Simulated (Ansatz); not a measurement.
Consider BN (space group P6_3/mmc, No. 194; layered, stacked along the Cartesian z axis).

```xyz
4
Lattice="2.5005 0.0000 0.0000 -1.2502 2.1655 0.0000 0.0000 0.0000 6.4117" Properties=species:S:1:pos:R:3 pbc="T T T"
B      1.2502     0.7218     1.6029
B      0.0000     1.4436     4.8088
N      0.0000     1.4436     1.6029
N      1.2502     0.7218     4.8088
```

Cartesian axes are those of the cell as printed.

The values are results of PBEsol-D3(BJ)/PAW in Ansatz (an electronic-structure program), scalar-relativistic without spin-orbit coupling, not measurements.

Strains are applied to the cell and any free atomic positions relax.

One change was made to it. Results:

| quantity | base | after |
|---|---|---|
| band gap | 4.08 eV | 4.05 eV |
| energy relative to the base (free energy F) | 0 meV/atom | +0.9 meV/atom |

Name the change that was made.
A. uniaxial strain ε_xx = +1.80 %
B. uniaxial strain ε_xx = +1.20 %
C. uniaxial strain ε_xx = +0.60 %

C, uniaxial strain ε_xx = +0.60 %. For comparison, the energy relative to the base in the other runs: uniaxial strain ε_xx = +1.20 % gives +3.5 meV/atom; uniaxial strain ε_xx = +1.80 % gives +7.7 meV/atom.

Whether these cells are dynamically stable was not tested.
